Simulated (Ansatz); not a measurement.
Results of BLYP in Ansatz (plane waves, PAW) for white tin (β-Sn).

Settings: plane-wave cutoff 520 eV, 20×20×20 k mesh, Fermi–Dirac smearing 0.05 eV, scalar-relativistic PAW data made under PBE.

The cell is scaled about its equilibrium volume:

Shape and atoms are relaxed at each volume.

```
V (Å³/atom)  P (GPa)  c (Å)  a (Å)
-----------  -------  -----  -----
29.942          1.59  3.271  6.051
30.566          0.75  3.295  6.091
31.190          0.00  3.319  6.131
31.813         -0.66  3.341  6.171
32.437         -1.25  3.367  6.208
```

Note: the cell is over a tenth larger than the published one: the level's own overestimate first of all, though another phase or state, or a fault of the published cell, is possible; the bulk modulus comes from volumes at which shape and atoms were relaxed.

Ansatz is an electronic-structure program.
